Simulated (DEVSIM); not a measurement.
Device: abrupt Ge n-p junction, at 300 K.

Layer 1 from the left is Ge, thickness (μm) 0.140, Nd (cm⁻³) 8.9e17, τn (s) 5e-6, τp (s) 5e-6. Layer 2 from the left is Ge, thickness (μm) 190, Na (cm⁻³) 4.6e14, τn (s) 5e-6, τp (s) 5e-6.

Left contact: ohmic. Right contact: ohmic. Voltage is applied to the left contact. Recombination: SRH at mid-gap, radiative, Auger. Mobility is μmin + (μ − μmin)/(1 + (N/Nref)^α).

This is a model device: material constants are rounded textbook-type values typed into the input, and sizes, dopings and lifetimes were drawn at random. Values at 300 K.

Ge: gap (eV) 0.664, affinity (eV) 4, permittivity 16, Nc (cm⁻³) 1.04e19, Nv (cm⁻³) 6e18, μn (cm²/Vs) 3900, μp (cm²/Vs) 1900, μn,min 150, μp,min 100, Nref,n 2.6e17, Nref,p 4e17, αn 0.56, αp 0.6, B (cm³/s) 6.4e-14, Cn (cm⁶/s) 1e-31, Cp (cm⁶/s) 1e-31.

DEVSIM, 1D drift-diffusion, Boltzmann statistics, complete ionisation; no tunnelling, impact ionisation, image-force lowering or self-heating.

Q: What does the simulation give for the dark forward voltage at 100 A/cm², the largest field in the device at zero bias, the potential step across the device at zero bias?

A: dark forward voltage at 100 A/cm² 0.753 V; largest field in the device at zero bias 44000 V/cm; potential step across the device at zero bias 0.356 V.
